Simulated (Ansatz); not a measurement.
Take TiO (space group C2/m, No. 12) as the base.

```
TiO
1.0
    4.60386    -2.06169     0.00000
    4.60386     2.06169     0.00000
   -1.71751     0.00000     5.49664
Ti O
5 5
Cartesian
  5.44836   0.00000   1.78115
  2.04185   0.00000   3.71549
  4.69572   0.00000   4.56451
  2.79449   0.00000   0.93212
 -0.85875   0.00000   2.74832
  4.60386   0.00000   0.00000
  7.35912   0.00000   0.92395
  0.13109   0.00000   4.57269
  6.51849   0.00000   3.61893
  0.97173   0.00000   1.87771
```

Cartesian axes are those of the cell as printed.

The values are results of PBEsol (Ansatz, an electronic-structure program, PAW, scalar-relativistic without spin-orbit coupling), not measurements.

Before the change:

The volume per atom is 10.43 Å³ and the pressure is 0.0 GPa. The band gap is zero.

One thing is altered: biaxial strain +4.44 %, plane normal [001], relaxed out of plane (Cartesian); in-plane vectors clamped, the third vector and the atoms free.

Q: Predict the new volume per atom.

A: The volume per atom grows by 0.575 Å³ to 11.01 Å³.

Q: What happens to the pressure?

A: The pressure (mean of the normal stresses, compression positive) goes from zero to -10.1 GPa.

Q: What does the calculation give for the band gap after the change?

A: The band gap stays zero.

No phonon test of stability was made. No Hubbard U is applied, and correlation can decide whether such a compound is a metal. The final runs are not spin-polarised.
